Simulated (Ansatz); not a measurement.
# SiGe: electrons 7.0×10^21 cm⁻³

Start from SiGe in the wurtzite structure (space group P6_3mc, No. 186; a = 3.904 Å, c = 6.455 Å; a model cell, its experimental status unchecked).

Now apply this change: 0.596 electrons added to each cell, a density of 7.0×10^21 cm⁻³, with a uniform compensating background at fixed cell and a 300 K Fermi–Dirac width.

The values are results of DFT with r2SCAN, PAW potentials and a 500 eV plane-wave cutoff in Ansatz (a first-principles code), spin-orbit coupling left out, not measurements. Settings: 17×17×9 k-points, 0.0259 eV Fermi–Dirac smearing.

- Gap between the host's bands: 0.57 eV (base 0.66 eV)
- Gap character: indirect, Γ → M (base indirect, Γ → M)
- Fermi level relative to the doped band's edge (positive inside the band; to 0.05 eV): +0.60 eV

Cost of the whole job for the changed cell (relaxation, final SCF and bands): around 4 core-minutes (rough).

Carriers are added with a uniform compensating background; total energy and stress of such cells depend on the potential's zero and are not compared; many-body gap narrowing is missing at this level. No phonon test of stability was made.
